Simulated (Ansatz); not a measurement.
System: CdZnS₂ (P3m1, No. 156, 4 atoms in the cell; start mp-1215475). Method: HSE06 in Ansatz (PAW).

Numerical settings: plane-wave cutoff 460 eV, 9×9×4 k mesh (along the axes of the cell as run), Fermi–Dirac smearing 0.01 eV, scalar-relativistic PAW data made under PBE.

Cell (relaxed with PBEsol):

```
CdZnS2
1.0
    3.93366     0.00000     0.00000
   -1.96683     3.40665     0.00000
    0.00000     0.00000     6.52452
Zn Cd S
1 1 2
Direct
  0.00000   0.00000   0.99933
  0.33333   0.66667   0.50698
  0.33333   0.66667   0.89172
  0.00000   0.00000   0.35397
```

### Question
What does this level give for the band gap?

### Answer

- band gap: 2.57 eV (on the SCF k mesh)

Note: cell and atoms aren't relaxed at this level (pressure 2.5 GPa).

Spin–orbit coupling is not included.

Static lattice: no zero-point or thermal effects.

A start named mp-… is a Materials Project structure, which need not be a measured phase.

Ansatz is a quantum-chemistry and plane-wave program.
